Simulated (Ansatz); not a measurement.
Si₂N₂Se (Cmc2₁, No. 36, 10 atoms in the cell; start mp-1245915) was calculated with HSE06+SOC (Ansatz, a program for electronic structure, PAW).

Numerical settings: plane-wave cutoff 460 eV, 4×4×6 k mesh (along the axes of the cell as run), Fermi–Dirac smearing 0.01 eV, PAW data made under PBE.

Cell (relaxed with PBEsol):

```
N2SeSi2
1.0
    5.37399    -2.79023     0.00000
    5.37399     2.79023     0.00000
    0.00000     0.00000     4.87685
Si Se N
4 2 4
Direct
  0.45822   0.16719   0.90991
  0.54178   0.83281   0.40991
  0.83281   0.54178   0.90991
  0.16719   0.45822   0.40991
  0.21864   0.78136   0.26105
  0.78136   0.21864   0.76105
  0.40613   0.14933   0.25637
  0.59387   0.85067   0.75637
  0.85067   0.59387   0.25637
  0.14933   0.40613   0.75637
```

Q: What does this level give for the band gap and smallest direct gap on the k points sampled?

A: 
band gap: 3.81 eV (on the SCF k mesh) (indirect)
smallest direct gap on the k points sampled: 4.10 eV

Note: cell and atoms aren't relaxed at this level (largest force component 0.17 eV/Å, pressure -1.2 GPa).

A start named mp-… is a Materials Project structure, which need not be a measured phase.
